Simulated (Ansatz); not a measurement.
We consider 1T (CdI2-type) GeI2 (model structure), described by PBE0 (PAW; Ansatz, a quantum-chemistry and plane-wave program).

Run with plane-wave cutoff 500 eV, 6×6×4 k mesh (along the axes of the cell as run), gaussian smearing 0.02 eV, scalar-relativistic PAW data made under PBE.

Cell (relaxed with PBEsol):

```xyz
3
Lattice="2.0977 -3.6334 0.0000 2.0977 3.6334 0.0000 0.0000 0.0000 6.9053" Properties=species:S:1:pos:R:3 pbc="T T T"
Ge     0.0000     0.0000     0.0000
I      2.0977     1.2111     1.7312
I      2.0977    -1.2111     5.1740
```

**Question.** Predict the band gap.

**Answer.** 
* **band gap**: 3.22 eV (on the SCF k mesh)

Note: the relaxation could raise the start's symmetry but not lower it, so the cell can be a saddle point; cell and atoms aren't relaxed at this level (pressure 1.4 GPa); the cell has widely spaced layers and the level no dispersion term, so their spacing and the moduli can rest on weak binding.

Spin–orbit coupling is not included; with these elements it can move the gap by several tenths of an eV or more.

Computing time: very roughly 3 core-minutes.

A model structure was made by putting elements into a prototype or built by hand; it is no filed structure, need not be a known phase, and can be a saddle point held by its symmetry.
